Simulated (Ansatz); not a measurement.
SrO under a change: biaxial strain −2.50 %, plane normal [111], relaxed out of plane

Base system: SrO in the rock salt structure (space group Fm-3m, No. 225; a = 5.1224 Å). Axes: x, y, z lie along the cube axes.

It is then changed as follows: compressive biaxial strain of 2.50 % in the plane normal to [111], as in epitaxy on a mismatched substrate; the out-of-plane cell vector and the atoms relax.

All numbers come from Ansatz (a first-principles code) PBEsol, spin-orbit coupling left out. k-mesh 11×11×11 (Γ-centred); smearing 0.05 eV (Fermi–Dirac).

```csv
quantity,base,changed,shift
space group,Fm-3m (No. 225),R-3m (No. 166),–
shortest interatomic distance,2.561 Å,2.534 Å,-0.0276 Å
energy relative to the base (free energy F),0 meV/atom,+13 meV/atom,+13 meV/atom
"pressure (mean of the normal stresses, compression positive)",0.00 GPa,3.31 GPa,+3.318 GPa
band gap,3.20 eV,3.13 eV,-0.07 eV
gap character,–,"indirect, Γ → F",–
smallest direct gap,3.26 eV,3.17 eV,-0.09 eV
"valence-band top at Γ (three highest levels, from the VBM)","0.00, 0.00, 0.00 eV","0.00, 0.00, -0.09 eV",–
"valley order (the lowest conduction-band minima on the path, energy above the VBM, named in the base's zone)",X along ⟨100⟩ 3.20 eV; Γ 3.93 eV,X along [010] 3.13 eV; Γ 4.12 eV,–
out-of-plane strain,–,+1.71 %,–
ratio −ε⊥/ε∥,–,0.68,–
mean in-plane stress (compression positive),–,+5.0 GPa,–
```

Final structure (turned so that z lies along the plane normal):

```
SrO
1.0
    3.53155     0.00000     0.00000
    1.76578     3.05841     0.00000
    1.76578    -1.01947     3.00791
Sr O
1 1
Direct
  0.00000   0.00000   0.00000
  0.00000   0.50000   0.50000
```

Cost of the whole job for the changed cell (relaxation, final SCF and bands): very roughly 30 core-seconds.

Whether these cells are dynamically stable was not tested. k-point labels follow each cell's own Brillouin zone.
